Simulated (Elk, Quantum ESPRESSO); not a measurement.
# Equation of state of hcp Hf (space group 194): energy against volume (Elk, PBE)

```
Hf
1.0
    3.13328     0.00000     0.00000
   -1.56664     2.71350     0.00000
    0.00000     0.00000     4.96021
Hf
2
Direct
  0.66667   0.33333   0.75000
  0.33333   0.66667   0.25000
```

Computed with PBE, all-electron FP-LAPW, Elk's shipped species files, APW+lo basis with extra local orbitals run with Elk. Settings: xctype = 20; rgkmax = 8.55; swidth = 0.00183747 Ha; ngridk = 21 21 12; tforce = true; gmaxvr = 18 1/bohr; lmaxapw = 10; lmaxo = 8; nxlo = 2; lorbcnd = true; lradstp = 2; nrmtscf = 2; rmtscf = 0.98; lmaxi = 4; maxscl = 100; sphere radii = {Hf: 2.744} bohr. The cell above is the first row's. The rows scale it uniformly. In all rows fractional positions and the k mesh are held. E is the free energy at the stated smearing, counted from the lowest row.

```
V (Å^3/atom)  E (meV/atom)
------------  ------------
21.086               43.67
21.545               22.09
22.003                8.09
22.461                0.84
22.920                0.00
23.378                5.03
23.837               15.24
24.295               30.32
24.753                   ?
```

The 8 complete rows are fitted with the third-order Birch-Murnaghan form, a cubic in V^(-2/3), E against V. With u = V^(-2/3) - 0.125, the rows have u = 0.006020, 0.004152, 0.002354, 0.000617, -0.001066, -0.002690, -0.004265, -0.005787. Least squares gives E = -0.122 + 984.8·u + 1062673·u² - 2919500·u³. Residuals (row less fit): -0.011, 0.013, 0.043, -0.049, -0.039, 0.055, 0.005, -0.013; standard error 0.048 (degrees of freedom: 4). Its minimum lies at u = -0.000462, so V0 = (0.124538)^(-3/2) = 22.75. There d²E/du² = 2133000 and d³E/du³ = -1.752e7, so B0 = (4/9) × 22.75^(-7/3) × 2133000 × 0.160218 = 104 GPa (the last factor turns the table's units into GPa), and B0' = 4 + (2/3) × 0.124538 × (-1.752e7)/2133000 = 3.3.

Problem. Estimate the missing E (V = 24.753); what did the run itself give?

Solution. u = -0.007263, so E = -0.122 + 984.8 × (-0.007263) + 1062673 × (-0.007263)² - 2919500 × (-0.007263)³ = 49.901 meV/atom. The calculation gives 49.96 meV/atom, 0.059 meV/atom above the prediction (0.1 % of the range of E in the table). The row lies outside the fitted rows, so this is an extrapolation. From the scatter of the fitted rows alone, a prediction at this place has a standard error of 0.117 meV/atom, so the miss is 0.5 times that.

Carrying the step between the two nearest rows on in a straight line would have given 45.40, off by 4.56; series whose last step already gives the withheld value aren't shown. The scan was laid around a cell of about the measured size, scaled by a guess for this functional; axis ratios and inner coordinates come from that cell. The runs keep the symmetry of the cell, so they don't test it for distortions. A plane-wave scan with the same functional (Quantum ESPRESSO, GBRV) gives V0 = 22.60 Å^3/atom and B0 = 108 GPa; a Birch-Murnaghan fit to all rows here lies 0.7 % from it in V0 and -4 % in B0; the two differ in basis, and may differ in potentials and mesh. Values depend on the basis (sphere radii, cutoffs, local orbitals), which need not be converged. Spin-orbit coupling is off. The shape of the cell and the inner coordinates aren't relaxed, so V0 and B0 belong to this uniform scaling; a relaxed crystal lies no higher in energy and is usually softer. Sphere radii are the same in all rows. Cutoffs and mesh are single choices, not tested for convergence of this quantity. Series with a scatter that would blur these digits, or in which a gap closes, are not shown. Nor are scans whose minimum lies at an end fitted in this form.
